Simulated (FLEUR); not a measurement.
FLEUR run on NiPtF6 (R-3, 8 atoms in the cell): self-consistent single point.

Level of theory: PBEsol, all-electron FLAPW (FLEUR), scalar-relativistic valence run with FLEUR.

The change in words: lattice scaled by 0.98. Reference geometry:
```
CELL_PARAMETERS angstrom
      2.45105     1.41511     4.54170
     -2.45105     1.41511     4.54170
      0.00000    -2.83022     4.54170
ATOMIC_POSITIONS crystal
  Ni 0.00000 0.00000 0.00000
  Pt 0.50000 0.50000 0.50000
  F  0.90388 0.25259 0.59311
  F  0.09612 0.74741 0.40689
  F  0.59311 0.90388 0.25259
  F  0.40689 0.09612 0.74741
  F  0.25259 0.59311 0.90388
  F  0.74741 0.40689 0.09612
```
Moments meant for the start (each program seeds them in its own way; μB, in the order of the atoms Ni Pt F F F F F F): 2.0 0.0 0.0 0.0 0.0 0.0 0.0 0.0.

Reference input (self-consistent single point, DFT, PBEsol, all-electron FLAPW (FLEUR), scalar-relativistic valence): Kmax = 4.7 1/bohr; GmaxXC = 16.4 1/bohr; xcFunctional = PBEs; jspins = 2; l_soc = F; mode = hist; fermiSmearingEnergy = 0.00073499 Htr; mesh (inpgen div1-3) = 4 4 4; inpgen gamma flag = true; Gmax = 16.4 1/bohr; numbands = 0; maxIterBroyd = 15. This run's input differs from it in these lines:

```diff
@@ -3,5 +3,5 @@
 &input film=f /
-4.6318035118 2.6741725672 8.5825692764
--4.6318035118 2.6741725672 8.5825692764
-0.0000000000 -5.3483464460 8.5825688677
+4.5391677181 2.6206892667 8.4109178936
+-4.5391677181 2.6206892667 8.4109178936
+0.0000000000 -5.2413798451 8.4109174849
 1.0
@@ -50,5 +50,5 @@
          <bravaisMatrix>
-            <row-1>    4.6318035118000003     2.6741725671999999     8.5825692763999992</row-1>
-            <row-2>   -4.6318035118000003     2.6741725671999999     8.5825692763999992</row-2>
-            <row-3>    0.0000000000000000    -5.3483464459999999     8.5825688676999992</row-3>
+            <row-1>    4.5391677180999999     2.6206892666999999     8.4109178936000006</row-1>
+            <row-2>   -4.5391677180999999     2.6206892666999999     8.4109178936000006</row-2>
+            <row-3>    0.0000000000000000    -5.2413798451000000     8.4109174849000006</row-3>
          </bravaisMatrix>
```

Log, with long lists cut:

```
 Iteration:     1   Distance:      39.89388065 me/bohr^3
 Iteration:     2   Distance:      25.31869791 me/bohr^3
 Iteration:     3   Distance:      23.59591781 me/bohr^3
 Iteration:     4   Distance:      15.41006975 me/bohr^3
 Iteration:     5   Distance:      14.03157659 me/bohr^3
   [... 18 lines left out ...]
 Iteration:    24   Distance:       0.00002855 me/bohr^3
 Iteration:    25   Distance:       0.00002583 me/bohr^3
 Iteration:    26   Distance:       0.00001046 me/bohr^3
 Iteration:    27   Distance:       0.00000310 me/bohr^3
 Reset of history
 Run finished successfully
 Stop message:
   Structural relaxation: new displacements generated

[file out, last iteration]
             iter=     28
[...]
          total density-effective poten   -3.5760465938E+04
          total charge density-energy d   -4.7476449515E+02
 Updated energy parameters for spin:           1
 Updated energy parameters for spin:           2
[...]
 fermi energy and band-weighting factors:
    0.974845

[...]
FERMIE:
          first approx. to ef    (T=0)  :   0.170121 htr   (energy of the highest occ. eigenvalue)
          number of occ. states  (T=0)  :       1036
          first approx. to seigv (T=0)  : -31.475579 htr
          sum of weights of occ. states :  74.000000
          sum of semicore charge        :   0.000000 e
FERHIS:  Fermi-Energy by histogram:
   [... lines left out ...]
          bandgap                     :   0.039108 htr
          charge neutrality (T=0)     :   0.000000    (zero if the highest occ. eigenvalue is "entirely" occupied)
 Direct bandgap for spin            1 :    7.9296199508022497E-002  Htr
 Direct bandgap for spin            2 :    4.2803838675169931E-002  Htr
 ---->    free energy=                    -20558.4845888448 htr
   [... lines left out ...]
 TOTAL FORCE FOR ATOM TYPE=  1  X=  0.000   Y=  0.000   Z=  0.000
                       FX_TOT= 0.000000 FY_TOT= 0.000000 FZ_TOT= 0.000000
 TOTAL FORCE FOR ATOM TYPE=  2  X=  0.000   Y=  0.000   Z= 12.616
                       FX_TOT= 0.000000 FY_TOT= 0.000000 FZ_TOT= 0.000000
 TOTAL FORCE FOR ATOM TYPE=  3  X= -1.583   Y=  2.543   Z= -2.106
                       FX_TOT= 0.007523 FY_TOT= 0.000829 FZ_TOT= 0.005029
```

The run converged in 27 iterations. FLEUR gives forces in its relaxation mode, with a further iteration, so its stop message speaks of a relaxation. Against the reference run the free energy goes up by 12.7 meV/atom, the largest force goes from 0.232 to 0.467 eV/Å, the gap on the mesh goes from 0.974 to 1.064 eV and the size of the net moment stays at 0.25 μB/atom.

The starting cell comes from a database of computed structures (which also holds hypothetical and non-ambient phases and stackings), without a prior relaxation at this level. For this run, on top of that: lattice scaled by 0.98. Spin-orbit coupling is off. With one magnetic atom in the cell only a parallel order is possible. Values depend on the basis (sphere radii, cutoffs, local orbitals), which need not be converged.

Cost on one core of a shared machine: roughly 7 min.
